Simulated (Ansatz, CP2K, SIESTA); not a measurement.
**One structure in several programs: LaGe₃Ir (P1, 5 atoms in the cell)**

Self-consistent single point, at a second geometry (atoms moved at random). First geometry:

```
CELL_PARAMETERS angstrom
     -2.22450     2.22450     5.05379
      2.22450    -2.22450     5.05379
      2.22450     2.22450    -5.05379
ATOMIC_POSITIONS crystal
  La 0.57853 0.57853 0.00000
  Ge 0.34263 0.84263 0.50000
  Ge 0.84263 0.34263 0.50000
  Ge 0.00049 0.00049 0.00000
  Ir 0.23877 0.23877 0.00000
```

Second geometry:
```yaml
crystal:
  lattice:
    - [-2.22450, 2.22450, 5.05379]
    - [2.22450, -2.22450, 5.05379]
    - [2.22450, 2.22450, -5.05379]
  atoms:
    - { symbol: La, position: [0.56983, 0.58047, 0.99691] }
    - { symbol: Ge, position: [0.35391, 0.83783, 0.50122] }
    - { symbol: Ge, position: [0.86406, 0.34113, 0.52233] }
    - { symbol: Ge, position: [0.99712, 0.01289, 0.00827] }
    - { symbol: Ir, position: [0.21814, 0.23073, 0.97127] }
```

Shared settings, as Ansatz (a program for electronic structure) writes them: kpoints.mp_grid.grid = 6 6 6; scf.occupations.method = fermi_dirac; scf.occupations.width = 0.1 eV. Potentials and cutoffs stand in the table.

| code | model | ΔF from the first geometry (meV/atom) | pressure (GPa) | largest force (eV/Å) | cutoff |
|---|---|---|---|---|---|
| CP2K | PBEsol, GPW, DZVP-MOLOPT-SR-GTH basis, GTH-PBE potentials (GTH_POTENTIALS) | 51.9 | 2.52 | 2.680 | grid 500 Ry |
| Ansatz | PBEsol, PAW files made with PBE | 48.4 | -1.17 | 2.518 | 420 eV |
| SIESTA | GGA PBEsol, numerical atomic orbitals DZP, PseudoDojo PBEsol standard norm-conserving potentials (rewritten from UPF to PSML) | 59.4 | 2.35 | 3.069 | grid 300 Ry |

Size of the force on each atom (eV/Å): Sizes of forces hide their directions.

```
code      La1    Ge2    Ge3    Ge4    Ir5
------  -----  -----  -----  -----  -----
CP2K    0.340  0.397  2.680  0.356  2.511
Ansatz  0.212  0.306  2.518  0.300  2.368
SIESTA  0.593  0.541  3.069  0.410  2.773
```

On Ansatz's run: spin-orbit coupling is off. Spin polarisation is off.

The spread over the programs that give each value: ΔF from the first geometry within 11.0 meV/atom; pressure within 3.69 GPa; largest force within 0.551 eV/Å.

CP2K and SIESTA use small atom-centred bases, whose incompleteness enters pressures, forces and empty levels differently from a plane-wave cutoff. Ansatz's pressure is given at a fixed set of plane waves, as the other plane-wave codes print theirs; with its correction for the finite basis it is -1.13 GPa.

The starting cell comes from a database of computed structures (which also holds hypothetical and non-ambient phases and stackings), without a prior relaxation at this level. Its lattice was rescaled by a random factor within 2.5 % of one. For this run, on top of that: atoms moved at random.

Keys are those of Ansatz 0.2.
